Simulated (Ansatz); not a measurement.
Electronic density of states of amorphous Ta28B8N14, density 13.81 g/cm³, on a 2×2×2 Γ-centred mesh with a Gaussian width of 0.1 eV; energies count from the Fermi level. Cell and mesh are small, so fine structure isn't converged. Calculation: PBE, scalar-relativistic without spin-orbit coupling (plane waves to 420 eV, PAW; Ansatz, a first-principles code). Sampling: a 2×2×2 Γ-centred mesh; Fermi-Dirac width 0.1 eV; no spin polarisation. The usual formal charges leave 122 electrons over, so the level spacing at the Fermi energy parts defect or band states and needn't be the band gap.

Preparation: random packing, a CHGNet melt and quench, and a DFT relaxation. N atoms were pushed apart under 1.9 Å during the dynamics, to hinder bonds among them. The hot cell started wider than the set density and was brought back towards it in steps. It is the lowest in DFT energy of 2 quenches. It is a model cell: composition and starting density were chosen by hand, and all elements were melted together. No dispersion term was used. Its density started from a set value of 14.60 and ended at 13.81 g/cm³. The simulated quench (nominally 300 K/ps over its main leg) is rapid and tends to freeze in more defects than a deposited or slowly cooled glass has. A cell of this size samples the disorder only roughly. Volume and shape were free in the relaxation. On a 2×2×2 Γ-centred mesh force components of up to 0.40 eV/Å stay, since the relaxation ran on one k-point at (1/4, 1/4, 1/4).

(E - EF (eV), states/(eV atom)): (-12.00, 0.15); (-11.90, 0.18); (-11.80, 0.04); (-11.70, 0.00); (-11.60, 0.00); (-11.50, 0.00); (-11.40, 0.00); (-11.30, 0.00); (-11.20, 0.00); (-11.10, 0.00); (-11.00, 0.00); (-10.90, 0.00); (-10.80, 0.00); (-10.70, 0.00); (-10.60, 0.00); (-10.50, 0.00); (-10.40, 0.00); (-10.30, 0.00); (-10.20, 0.00); (-10.10, 0.00); (-10.00, 0.02); (-9.90, 0.15); (-9.80, 0.18); (-9.70, 0.04); (-9.60, 0.00); (-9.50, 0.00); (-9.40, 0.00); (-9.30, 0.00); (-9.20, 0.00); (-9.10, 0.00); (-9.00, 0.00); (-8.90, 0.01); (-8.80, 0.08); (-8.70, 0.17); (-8.60, 0.13); (-8.50, 0.14); (-8.40, 0.19); (-8.30, 0.12); (-8.20, 0.14); (-8.10, 0.21); (-8.00, 0.29); (-7.90, 0.28); (-7.80, 0.26); (-7.70, 0.21); (-7.60, 0.23); (-7.50, 0.29); (-7.40, 0.34); (-7.30, 0.40); (-7.20, 0.48); (-7.10, 0.51); (-7.00, 0.45); (-6.90, 0.46); (-6.80, 0.48); (-6.70, 0.55); (-6.60, 0.57); (-6.50, 0.54); (-6.40, 0.56); (-6.30, 0.61); (-6.20, 0.61); (-6.10, 0.59); (-6.00, 0.58); (-5.90, 0.56); (-5.80, 0.55); (-5.70, 0.50); (-5.60, 0.51); (-5.50, 0.57); (-5.40, 0.57); (-5.30, 0.53); (-5.20, 0.53); (-5.10, 0.59); (-5.00, 0.59); (-4.90, 0.54); (-4.80, 0.56); (-4.70, 0.52); (-4.60, 0.41); (-4.50, 0.42); (-4.40, 0.42); (-4.30, 0.40); (-4.20, 0.43); (-4.10, 0.42); (-4.00, 0.47); (-3.90, 0.44); (-3.80, 0.39); (-3.70, 0.38); (-3.60, 0.48); (-3.50, 0.55); (-3.40, 0.52); (-3.30, 0.48); (-3.20, 0.49); (-3.10, 0.44); (-3.00, 0.50); (-2.90, 0.51); (-2.80, 0.45); (-2.70, 0.46); (-2.60, 0.46); (-2.50, 0.47); (-2.40, 0.51); (-2.30, 0.47); (-2.20, 0.48); (-2.10, 0.55); (-2.00, 0.61); (-1.90, 0.62); (-1.80, 0.63); (-1.70, 0.64); (-1.60, 0.56); (-1.50, 0.57); (-1.40, 0.60); (-1.30, 0.58); (-1.20, 0.55); (-1.10, 0.57); (-1.00, 0.52); (-0.90, 0.50); (-0.80, 0.48); (-0.70, 0.47); (-0.60, 0.45); (-0.50, 0.42); (-0.40, 0.48); (-0.30, 0.49); (-0.20, 0.40); (-0.10, 0.43); (0.00, 0.42); (0.10, 0.37); (0.20, 0.37); (0.30, 0.45); (0.40, 0.45); (0.50, 0.38); (0.60, 0.43); (0.70, 0.48); (0.80, 0.49); (0.90, 0.48); (1.00, 0.55); (1.10, 0.52); (1.20, 0.53); (1.30, 0.55); (1.40, 0.51); (1.50, 0.49); (1.60, 0.61); (1.70, 0.62); (1.80, 0.55); (1.90, 0.59); (2.00, 0.58); (2.10, 0.50); (2.20, 0.59); (2.30, 0.69); (2.40, 0.67); (2.50, 0.62); (2.60, 0.62)
